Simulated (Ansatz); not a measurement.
The starting structures come from a database of crystals and need not be the phases stable at ambient conditions.

 Where the default PAW files enter, the runs use the earlier of Ansatz's two default sets.

Data:

```xyz
10
Lattice="5.3790 0.0000 0.0000 -2.6895 4.6584 0.0000 2.6895 1.5528 4.7649" Properties=species:S:1:pos:R:3 pbc="T T T"
Zn     0.0000     3.1056     0.4592
Zn     5.3790     3.1056     4.3057
Sn     2.6895     4.6584     2.1436
Sn     2.6895     1.5528     2.6213
O      1.9092     2.9788     1.2179
O      3.4699     3.2324     3.5470
O     -0.8448     4.8224     1.2179
O      6.2238     1.3888     3.5470
O      4.3146     1.5156     1.2179
O      1.0644     4.6956     3.5470
```

Space group of this cell: R-3. The cell is taken as given; by PBEsol its mean pressure is -7.0 GPa.

Computed with PBEsol (plane waves, PAW; Ansatz, a quantum-chemistry and plane-wave program).

The current runs along the normal of the first two printed vectors; no spin-orbit coupling. Scaled by the factor s: the length along the current (ions clamped). Meshes 8×8×8 and 12×12 across the current in all rows.

```
s     mean pressure (GPa)  band gap (eV)
----  -------------------  -------------
0.97                 -2.7           1.34
1.00                 -7.0           1.20
1.03                -10.6              ?
```

Q: Take the slope of the band gap against ln s from the two given rows, extrapolate to s = 1.03, and say what the run there gives.

A: Slope = (1.34 − 1.20) / ln 0.97 = -4.60 eV. The line gives 1.20 + (-4.60) × ln 1.03 = 1.06 eV. The run gives 1.04 eV, 0.02 eV under the line, 18 % of the predicted step.
